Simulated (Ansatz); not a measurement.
Functionals compared on the (221) surface of bcc Nb in its 1x1 cell, outermost plane spacing 0.55 Å in the ideal cut, in Ansatz (plane waves, PAW). The structure was relaxed with PBE; the other rows are single points on it, each with its references at the same level. Cutoff 420 eV (500 eV for r2SCAN).

Slab: 20 atoms, 10.5 Å thick at the start (thin: gaps and levels are the slab's own); k 9x6x1, smearing 0.1 eV, dipole-corrected; all atoms relaxed; held to the part of the start's symmetry that mesh and held atoms allow; no spin, no spin-orbit, no U. These notes are the PBE run's.

```
functional  surface energy (J/m²)  work function of the top face (eV)         rough cost of the single point
----------  ---------------------  ----------------------------------  -------------------------------------
PBE                          2.33                                3.98                                      –
LDA                          2.64                                4.24            very roughly 5 core-minutes
PBEsol                 (withheld)                          (withheld)  about 6 core-minutes (a rough figure)
RPBE                         2.17                                3.84  about 7 core-minutes (a rough figure)
r2SCAN                       2.47                                3.99         around 14 core-minutes (rough)
```

Fill in the missing entries.


- PBEsol, surface energy (J/m²): 2.57
- PBEsol, work function of the top face (eV): 4.07

Ansatz is a first-principles code.
